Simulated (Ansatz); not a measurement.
Relaxation of the outer planes of the (110) surface of zinc-blende GaSb in its 1x1 cell (cut with top plane Ga + Sb, bottom plane Ga + Sb), outermost plane spacing 2.20 Å in the ideal cut.

The numbers are results of PBE (plane waves to 420 eV, PAW; Ansatz, a quantum-chemistry and plane-wave program), not measurements.

Set-up: 12 atoms, Ga6Sb6, 11.0 Å thick at the start; mesh 6x4x1; 0.025 eV smearing; dipole correction on; all atoms relaxed; symmetry of the start imposed; no spin, no spin-orbit, no U.

```csv
plane,atoms,bulk spacing to the next (Å),relaxed spacing (Å),change (%),rumpling (Å)
1,Ga + Sb,2.196,2.043,-7.0,0.79 (Sb outermost)
2,Ga + Sb,2.196,2.227,1.4,0.16 (Ga outermost)
```
